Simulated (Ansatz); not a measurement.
Abridged Ansatz (a first-principles code) output:

```
Relaxation: its limit of steps is 50 (relax.max_steps)
Pseudopotential: Hf, paw, valence charge 26
Crystal: 2 atoms, lattice volume = 45.200 Å³
Basis set: ecut = 420 eV, 881 PW (Γ), exchange–correlation on 48×48×72 points (8 copies of the dense FFT grid, shifted against one another)
Bands: 32, of which v1, the nominal top of the filled ones, is band 26 counted from 1 (25 counted from 0)
Symmetry: 24 space group operations
k-points: 336 of 5292
Functional: x = pbesol(κ = 0.804, μ = 0.12345679012345678), c = pbesol(β = 0.046)
SCF iter   1: F=—  HF=-31196.046741 eV  |F-HF|=—  |Δ(HF+E_count)|=         —  Δρ=2.78e-3  dr2=1.46e-3  ethr=1.77e-3  ⟨swp⟩=4.4  Hψ=35298  notcnv=0
SCF iter   2: F=—  HF=-31196.047205 eV  |F-HF|=—  |Δ(HF+E_count)|=   4.64e-4  Δρ=1.64e-3  dr2=4.98e-4  ethr=2.81e-6  ⟨swp⟩=2.1  Hψ=21337  notcnv=0
SCF 1 converged in 9 iterations: F = -31196.047400 eV  dr2 = 6.09e-12
relax step   1: F+E_penalty+E_count = -31196.04739978 eV  Δ(F+E_penalty+E_count) = +0.000e0 eV  max|allowed force component| = 1.573e-16 eV/Å  Δτ_max = 0.0000 Å  (9 SCF iters, accepted)
SCF converged after 9 iterations
Free energy (F): -31196.047400 eV
Internal energy: -31195.989849 eV  (E = F + TS)
E sigma→0 (E₀):  -31196.018624 eV
Entropy (-TS):   -0.057551 eV (-28.775 meV/atom)
Fermi energy:    19.506476 eV
--- Forces (eV/Å), atoms counted from 1 ---
  atom   1  Hf     0.00000000     0.00000000     0.00000000
  atom   2  Hf     0.00000000    -0.00000000     0.00000000
--- Stress (GPa, compression-positive) ---
       -4.604135       0.000000       0.000000
        0.000000      -4.604135       0.000000
        0.000000       0.000000      -4.815485
  P = ⅓ Tr σ = -4.6746 GPa (-46.746 kbar)
--- Relaxed structure (1 steps of the walk, 1 accepted, 0 SCFs on fresh bases) ---
  atoms:
    - { symbol: Hf, position: [0.6666666666666666, 0.3333333333333333, 0.75] }
    - { symbol: Hf, position: [0.3333333333333333, 0.6666666666666666, 0.25] }
```

Problem. What was computed, and what are the main results?

Solution. Hf, 2 atoms in the cell, with PBEsol (Ansatz), no SOC. The last SCF converged to F = -31196.047400 eV, or -15598.0237 eV per atom, at a pressure of -4.67 GPa. The total energy compares only with runs of the same code, potentials and settings.

The cells carry an imposed strain or load. Stability against distortions was not tested. The final runs are not spin-polarised. The cell was made from Hf in the hcp (Mg type) structure (space group P6_3/mmc, No. 194) by this change: isotropic strain +1.50 %.

Keys are those of Ansatz 0.2.
